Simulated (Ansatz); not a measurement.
# Several settings converged on LuBRh3 (P4mm, 5 atoms in the cell)

```xyz
5
Lattice="4.1582 0.0000 0.0000 0.0000 4.1582 0.0000 0.0000 0.0000 4.1582" Properties=species:S:1:pos:R:3 pbc="T T T"
Lu     0.0000     0.0000     0.0500
B      2.0791     2.0791     2.0791
Rh     0.0000     2.0791     2.0791
Rh     2.0791     0.0000     2.0791
Rh     2.0791     2.0791     0.0000
```

Base method: PBEsol, default PAW files made with PBE (plane waves; Ansatz, a program for electronic structure).

Base settings: basis.ecutwfc = 420 eV; kpoints.mp_grid.grid = 8 8 8; hamiltonian.xc = pbesol; hamiltonian.pseudopotentials = {kind: paw} (the program's default PAW files); scf.occupations.method = gaussian; scf.occupations.width = 0.1 eV.

The count of work is k-points × plane waves × bands × iterations; it is no time. Core times come from one kind of shared machine, to one figure; runs under 30 s give none.

**The k-point mesh**

The second cell is the first with its lattice scaled by 0.98.

Only quantities that move along the ladder and can be compared are tabulated.

| kpoints.mp_grid.grid | free energy less the last step's (meV/atom) | energy of the compressed cell less the first (meV/atom) | pressure (GPa) | largest difference of a force vector from the last step's (eV/Å) | count of work / last | core time / last (rough) |
|---|---|---|---|---|---|---|
| 2 2 2 | 133.52 | 11.66 | -3.98 | 0.068 | 0.031 | – |
| 4 4 4 | -3.38 | 4.14 | -5.32 | 0.010 | 0.092 | – |
| 6 6 6 | 0.27 | 4.69 | -5.25 | 0.001 | 0.20 | – |
| 8 8 8 | 0.28 | 4.58 | -5.26 | 0.002 | 0.38 | 0.4 |
| 9 9 9 | -0.26 | 4.41 | -5.29 | 0.001 | 0.38 | 0.3 |
| 11 11 11 | 0.12 | 4.50 | -5.27 | 0.001 | 0.64 | 0.6 |
| 13 13 13 | 0.00 | 4.46 | -5.28 | 0.000 | 1.0 | 1 |

Coarsest kpoints.mp_grid.grid that holds the pressure within 1 GPa of the last step, with all finer ones: 4 4 4, at 0.092 of the last step's count of work; the step before is off by 1.3 GPa.

Coarsest kpoints.mp_grid.grid that holds the energy of the compressed cell less the first within 1 meV/atom of the last step, with all finer ones: 4 4 4, at 0.092 of the last step's count of work; the step before is off by 7.2 meV/atom.

Coarsest kpoints.mp_grid.grid that holds the free energy within 0.5 meV/atom of the last step, with all finer ones: 6 6 6, at 0.20 of the last step's count of work; the step before is off by 3.4 meV/atom.

The energy difference between the two cells stays within 1 meV/atom of the last step's from 4 4 4 on, the total only from 6 6 6 on: much of the error is common to both cells and cancels.

**The k-point mesh at a smearing width of 0.05 eV**

In this ladder: scf.occupations.width = 0.05 eV.

The second cell is the first with its lattice scaled by 0.98.

Only quantities that move along the ladder and can be compared are tabulated.

| kpoints.mp_grid.grid | free energy less the last step's (meV/atom) | energy of the compressed cell less the first (meV/atom) | pressure (GPa) | count of work / last | core time / last (rough) |
|---|---|---|---|---|---|
| 3 3 3 | -17.99 | 3.36 | -5.51 | 0.011 | – |
| 5 5 5 | 1.11 | 4.30 | -5.31 | 0.033 | – |
| 7 7 7 | 2.37 | 4.59 | -5.27 | 0.073 | – |
| 11 11 11 | 0.21 | 4.38 | -5.30 | 0.23 | 0.4 |
| 13 13 13 | 0.00 | 4.31 | -5.31 | 0.36 | 0.5 |
| 19 19 19 | 0.00 | 4.33 | -5.31 | 1.0 | 1 |

Coarsest kpoints.mp_grid.grid that holds the energy of the compressed cell less the first within 0.2 meV/atom of the last step, with all finer ones: 11 11 11, at 0.23 of the last step's count of work and about 0.4 of the last step's time; the step before is off by 0.26 meV/atom.

Coarsest kpoints.mp_grid.grid that holds the free energy within 5 meV/atom of the last step, with all finer ones: 5 5 5, at 0.033 of the last step's count of work; the step before is off by 18 meV/atom.

Coarsest kpoints.mp_grid.grid that holds the pressure within 0.05 GPa of the last step, with all finer ones: 5 5 5, at 0.033 of the last step's count of work; the step before is off by 0.20 GPa.

The energy difference between the two cells stays within 1 meV/atom of the last step's from 3 3 3 on, the total only from 11 11 11 on: much of the error is common to both cells and cancels.

**The mesh under tetrahedron occupations**

In this ladder: scf.occupations.method = tetrahedron; scf.occupations.width = default.

Only quantities that move along the ladder and can be compared are tabulated.

```tsv
kpoints.mp_grid.grid	free energy less the last step's (meV/atom)	count of work / last	core time / last (rough)
4 4 4	-3.28	0.033	–
6 6 6	-1.96	0.074	–
10 10 10	-0.39	0.23	0.2
15 15 15	0.04	0.52	0.8
19 19 19	0.00	1.0	1
```

Coarsest kpoints.mp_grid.grid that holds the free energy within 1 meV/atom of the last step, with all finer ones: 10 10 10, at 0.23 of the last step's count of work and about 0.2 of the last step's time; the step before is off by 2.0 meV/atom.

On the base run: the starting cell comes from a database of computed structures (which also holds hypothetical and non-ambient phases and stackings), without a prior relaxation at this level. Its lattice was rescaled by up to half a per cent. One atom was moved a little off its site on purpose. Spin polarisation is off. In the base run, with a pressure of about -5 GPa the cell is away from its equilibrium volume at this level. Ansatz's pressure includes its estimate of the finite-basis (Pulay) stress.

Keys are those of Ansatz 0.2.
